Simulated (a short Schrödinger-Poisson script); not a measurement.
Structure: MOS inversion layer, SiO2 on p-type Si(110), at 300 K.

From the gate side: 3.8 nm SiO2; 620 nm Si, acceptors 4.8e17 cm⁻³.

Constants are typed, rounded textbook-type inputs, not results; the design itself was drawn at random and stands for no fabricated device. SiO2: permittivity 3.9, conduction-band edge (eV) 3.15, gap (eV) 9, electron mass (mₑ) 0.5. Si: permittivity 11.7, conduction-band edge (eV) 0, gap (eV) 1.124, Nv at 300 K (cm⁻³) 3.1e19.

Channel valleys (confinement mass, in-plane density-of-states mass, number): Δ4 0.315, 0.324, 4; Δ2 0.19, 0.417, 2. At the gate the conduction-band edge of layer 1 lies 3.67 eV − eVg above the Fermi level of the channel; the field vanishes at the back. Gaps are held at their typed values at every temperature. Mesh 0.03 nm at interfaces.

Solved with a short Schrödinger-Poisson script written for these runs: 1D Poisson equation in equilibrium, electrons quantum, Hartree (BenDaniel-Duke, 12 states a valley, the channel's in-plane mass for all, wave functions free to enter the dielectric), parabolic valleys, classical holes, full ionisation, no traps, pinning or gate leakage.

| Vg (V) | electrons (cm⁻²) | C (μF/cm²) | Δ4 E0 (meV from the Fermi level) | Δ2 E0 (meV from the Fermi level) |
|---|---|---|---|---|
| 0.9 | 2.75e10 | 0.258 | 169.1 | 186.5 |
| 1.05 | 3.58e11 | 0.600 | 102.3 | 120.4 |
| 1.2 | 9.55e11 | 0.712 | 76.3 | 95.2 |
| 1.35 | 1.63e12 | 0.752 | 61.8 | 81.5 |
| 1.5 | 2.34e12 | 0.773 | 51.8 | 72.3 |
| 1.65 | 3.07e12 | 0.786 | 44.1 | 65.4 |
| 1.8 | 3.81e12 | 0.795 | 37.9 | 59.8 |
| 1.95 | 4.55e12 | 0.802 | 32.6 | 55.2 |
| 2.1 | 5.31e12 | 0.808 | 28.0 | 51.2 |
| 2.25 | 6.07e12 | 0.813 | 23.9 | 47.7 |
| 2.4 | 6.83e12 | 0.817 | 20.1 | 44.6 |
| 2.55 | 7.60e12 | 0.821 | 16.7 | 41.7 |
| 2.7 | 8.37e12 | 0.824 | 13.6 | 39.1 |
| 2.85 | 9.14e12 | 0.827 | 10.6 | 36.7 |
| 3 | 9.92e12 | 0.829 | 7.8 | 34.4 |
| 3.15 | 1.07e13 | 0.831 | 5.2 | 32.3 |

Gate voltages with under 1e9 electrons/cm² are left out.

### Question
At Vg = 3.15 V the lowest Δ4 subband lies at 5.2 meV from the Fermi level. How many electrons does it hold, and what share of all?

### Answer
The two-dimensional density of states is g m/(πħ²) = 5.41e11 cm⁻² meV⁻¹ (both spins), kT = 25.9 meV, so n = D kT ln(1 + exp(−E/kT)) = 8.36e12 cm⁻², 0.78 of the 1.07e13 cm⁻² in all.

### Question
Compare the slope of the sheet density between 2.85 and 3.15 V with the geometric capacitance of the layers between gate and channel.

### Answer
q Δn/ΔV = 0.833 μF/cm²; ε0/Σ(t/ε) = 0.909 μF/cm². The ratio is 0.92: the channel acts as a further capacitance in series.
